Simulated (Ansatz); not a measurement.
Base system: Ru in the hcp (Mg type) structure (space group P6_3/mmc, No. 194; a = 2.676 Å, c = 4.224 Å; relaxed with 0.1 eV smearing). Axes: x lies along a and z along c of the hexagonal cell.

Calculations: plane-wave PAW DFT at the LDA level (Ansatz, an electronic-structure program, 420 eV), spin-orbit coupling left out.

Before the change:

```
Property                        Result
-----------------------------  -------
Shortest interatomic distance  2.617 Å
```

Now apply this change: tensor shear ε_xz = +0.29 % (engineering shear γ = 0.0058), atoms relaxed at fixed cell.

Q: Estimate the effect on the stress, shortest interatomic distance and energy relative to the base.

A: The stress (xx, yy, zz, yz, xz, xy; compression positive) is (0.0, 0.0, 0.0, 0.0, -1.2, 0.0) GPa; the shortest interatomic distance drops by 0.0063 Å (2.617 Å → 2.610 Å); the energy stays essentially unchanged.

The cells carry an imposed strain or load. Stability against distortions was not tested. The final runs are not spin-polarised.
